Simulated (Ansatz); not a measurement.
**A computed series for GaN: pressure series**

The parent structure is GaN in the zinc blende structure (space group F-43m, No. 216).

```yaml
crystal:
  lattice:
    - [0.00000, 2.22769, 2.22769]
    - [2.22769, 0.00000, 2.22769]
    - [2.22769, 2.22769, 0.00000]
  atoms:
    - { symbol: Ga, position: [0.00000, 0.00000, 0.00000] }
    - { symbol: N, position: [0.25000, 0.25000, 0.25000] }
```

Cell and atoms are relaxed at each pressure.

Method: DFT with LDA, PAW potentials and a 420 eV plane-wave cutoff in Ansatz (a program for electronic structure), no spin-orbit coupling.

```csv
case,band gap,lattice parameter a
base,1.96 eV,8.419 bohr
pressure −2 GPa,1.89 eV,8.448 bohr
pressure −1 GPa,1.92 eV,8.433 bohr
pressure 0.9 GPa,1.98 eV,8.407 bohr
pressure 2.1 GPa,2.02 eV,8.391 bohr
pressure 4.5 GPa,2.09 eV,8.360 bohr
pressure 9 GPa,2.22 eV,8.306 bohr
pressure 15 GPa,…,…
pressure 22.5 GPa,2.55 eV,8.167 bohr
pressure 30 GPa,2.70 eV,8.102 bohr
```

**Question.** Fill in the withheld entries from the trend.

**Answer.** 
- pressure 15 GPa, band gap: 2.37 eV
- pressure 15 GPa, lattice parameter a: 8.241 bohr

Load acts through the strain it causes; cell and atoms are relaxed under it. No phonon test of stability was made. Tetrahedral semiconductors of this kind turn to denser phases somewhere between about 1 and 50 GPa; those were not computed, so compressed cells here can lie past the real transition. This is not the structure that GaN has at room temperature and ambient pressure.
